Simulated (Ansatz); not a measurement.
Consider Hf in the hcp (Mg type) structure (space group P6_3/mmc, No. 194; a = 3.1580 Å, c = 5.0044 Å; relaxed with 0.1 eV smearing). Axes: x lies along a and z along c of the hexagonal cell.

Calculations: Kohn–Sham DFT with the PBEsol functional, run in Ansatz (a first-principles code) with PAW and 420 eV plane waves, no spin-orbit coupling, earlier PAW set.

Base values:

* **Shortest interatomic distance**: 5.851 bohr
* **Band gap**: zero

It is then changed as follows: the symmetric strain tensor [-0.0135 -0.0027 0.0003; -0.0027 -0.0103 -0.0073; 0.0003 -0.0073 -0.0035], atoms relaxed at fixed cell.

**Question.** What does the calculation give for the energy relative to the base, stress, shortest interatomic distance and band gap after the change?

**Answer.** The energy goes up by 7.0 meV/atom; the stress (xx, yy, zz, yz, xz, xy; compression positive) amounts to (3.7, 3.4, 2.6, 0.7, 0.0, 0.3) GPa; the shortest interatomic distance shrinks by 0.080 bohr (5.851 bohr → 5.771 bohr); the band gap remains zero.

No phonon test of stability was made. The final runs are not spin-polarised.
